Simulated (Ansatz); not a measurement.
Consider Sc-vacancy pair (Sc on one host Al site, one Al site vacant) in zinc-blende AlP, charge state -3. All values below come from PBE, PAW (plane waves to 420 eV; Ansatz, a program for electronic structure).

Settings: 64 host sites, the relaxed PBE lattice, a 2×2×2 k-point mesh shifted by half a step, smearing 0.01 eV, spin-restricted, no image-charge correction. Static, classical nuclei. The charge state is imposed; whether it is stable for some Fermi level was not computed. Forms of the defect that were not tried may lie lower.

Barriers: single points on a 3×3×3 k-point mesh shifted by half a step at the bands' geometries.

The step: one Al atom jumps into the vacancy from a nearby Al site (Sc-vacancy distance between ideal sites 3.90 Å throughout). Atoms about the jump, Cartesian Å from the middle of the jump, before and after:

```json
[
 {"atom": "Al1", "x0": "1.34", "y0": "0.00", "z0": "-1.34", "x1": "-1.34", "y1": "0.00", "z1": "1.34"},
 {"atom": "P2", "x0": "-0.10", "y0": "1.17", "z0": "0.07", "x1": "0.07", "y1": "1.17", "z1": "-0.10"},
 {"atom": "P3", "x0": "2.72", "y0": "-1.48", "z0": "0.00", "x1": "2.65", "y1": "-1.41", "z1": "-0.10"},
 {"atom": "P4", "x0": "-0.10", "y0": "-1.41", "z0": "2.65", "x1": "0.00", "y1": "-1.48", "z1": "2.72"},
 {"atom": "P5", "x0": "0.07", "y0": "-1.39", "z0": "-2.83", "x1": "0.14", "y1": "-1.34", "z1": "-2.81"},
 {"atom": "P6", "x0": "-2.81", "y0": "-1.34", "z0": "0.14", "x1": "-2.83", "y1": "-1.39", "z1": "0.07"},
 {"atom": "Al7", "x0": "1.34", "y0": "-2.81", "z0": "1.48", "x1": "1.48", "y1": "-2.81", "z1": "1.34"},
 {"atom": "Sc8", "x0": "-1.42", "y0": "-2.76", "z0": "-1.29", "x1": "-1.29", "y1": "-2.76", "z1": "-1.42"}
]
```

Q: Where do these atoms stand at the saddle point, and how high is it?

A: 
```json
[
 {"atom": "Al1", "x": "0.04", "y": "-0.75", "z": "0.03"},
 {"atom": "P2", "x": "-0.01", "y": "1.52", "z": "-0.04"},
 {"atom": "P3", "x": "2.57", "y": "-1.48", "z": "0.05"},
 {"atom": "P4", "x": "0.06", "y": "-1.48", "z": "2.56"},
 {"atom": "P5", "x": "-0.01", "y": "-1.39", "z": "-2.65"},
 {"atom": "P6", "x": "-2.64", "y": "-1.39", "z": "-0.02"},
 {"atom": "Al7", "x": "1.53", "y": "-2.99", "z": "1.52"},
 {"atom": "Sc8", "x": "-1.46", "y": "-3.03", "z": "-1.47"}
]
```
It lies 1.70 eV above the start and 1.70 eV above the end. The program found a first-order saddle point.
